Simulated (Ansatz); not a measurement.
Start from Na in the bcc (W type) structure (space group Im-3m, No. 229; a = 4.223 Å). Axes: x, y, z lie along the cube axes.

Method: r2SCAN (Ansatz, a program for electronic structure; PAW; 500 eV plane waves; no SOC).

Base values:

```
Quantity                        Result
-----------------------------  -------
Shortest interatomic distance  3.657 Å
Band gap                          zero
```

Perturbation: a free-standing slab of 4 layers (4 atoms, 1 a layer) is cut normal to [110], with 15 Å of vacuum and the in-plane cell held at bulk.

Task: Estimate the effect on the change of the spacing d23 from its bulk value of 2.986 Å, excess energy per area of both faces, shortest interatomic distance and band gap.

Result: The change of the spacing d23 from its bulk value of 2.986 Å comes out as -0.9 %; the excess energy per area of both faces (slab less bulk energy over the cell's area: twice a surface energy) amounts to 0.47 J/m² (uncertain by up to 0.05 J/m²); the shortest interatomic distance drops by 0.0486 Å to 3.609 Å; the band gap stays zero.

The excess energy carries the mismatch between the slab's and the bulk's meshes. Stability against distortions was not tested.
